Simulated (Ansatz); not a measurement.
Take MgS in the rock salt structure (space group Fm-3m, No. 225) as the base.

```
CELL_PARAMETERS angstrom
      0.00000     2.59098     2.59098
      2.59098     0.00000     2.59098
      2.59098     2.59098     0.00000
ATOMIC_POSITIONS crystal
  S  0.00000 0.00000 0.00000
  Mg 0.50000 0.50000 0.50000
```

Levels (all Ansatz, a quantum-chemistry and plane-wave program, PAW): PBEsol (420 eV, no SOC); r2SCAN (500 eV, scalar-relativistic without spin-orbit coupling).

Its gap is 2.73 eV with PBEsol and 3.49 eV with r2SCAN.

It is then changed as follows: every S is replaced by O, then cell and atoms are relaxed.

With PBEsol the gap becomes 4.62 eV.

**Question.** If the r2SCAN correction stayed the same, what would the r2SCAN gap be, and what does the r2SCAN run give?

**Answer.** A rigid correction of +0.76 eV gives 5.38 eV. The r2SCAN run gives 5.61 eV, so the correction itself changes by +0.23 eV.

Single points use the geometry relaxed with PBEsol. Whether these cells are dynamically stable was not tested.
